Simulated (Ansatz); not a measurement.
**Spinel FeAl₂O₄**

The numbers are results of rVV10 (plane waves, PAW; Ansatz, a quantum-chemistry and plane-wave program), not measurements.

Numerical settings: plane-wave cutoff 520 eV, 12×12×12 k mesh, Fermi–Dirac smearing 0.05 eV, spin-polarised with parallel moments, scalar-relativistic PAW data made under PBE.

Cell (relaxed at this level):

```yaml
crystal:
  lattice:
    - [0.00000, 4.11416, 4.11416]
    - [4.11416, 0.00000, 4.11416]
    - [4.11416, 4.11416, 0.00000]
  atoms:
    - { symbol: Al, position: [0.62500, 0.12500, 0.62500] }
    - { symbol: Al, position: [0.12500, 0.62500, 0.62500] }
    - { symbol: Al, position: [0.62500, 0.62500, 0.12500] }
    - { symbol: Al, position: [0.62500, 0.62500, 0.62500] }
    - { symbol: Fe, position: [0.00000, 0.00000, 0.00000], spin: 4.0 }
    - { symbol: Fe, position: [0.25000, 0.25000, 0.25000], spin: 4.0 }
    - { symbol: O, position: [0.39012, 0.82963, 0.39012] }
    - { symbol: O, position: [0.42037, 0.85988, 0.85988] }
    - { symbol: O, position: [0.39012, 0.39012, 0.82963] }
    - { symbol: O, position: [0.85988, 0.42037, 0.85988] }
    - { symbol: O, position: [0.39012, 0.39012, 0.39012] }
    - { symbol: O, position: [0.85988, 0.85988, 0.85988] }
    - { symbol: O, position: [0.82963, 0.39012, 0.39012] }
    - { symbol: O, position: [0.85988, 0.85988, 0.42037] }
```

```json
{
 "bulk_modulus": "188 GPa",
 "pressure derivative B′ of the bulk modulus": "4.2"
}
```

Note: the magnetic order was assumed, not searched for or taken from measurement; functionals without U or exact exchange can leave correlated insulators metallic, so the missing gap need not be real.

Spins in the cell block are starting values.

Computed values are for the static lattice.
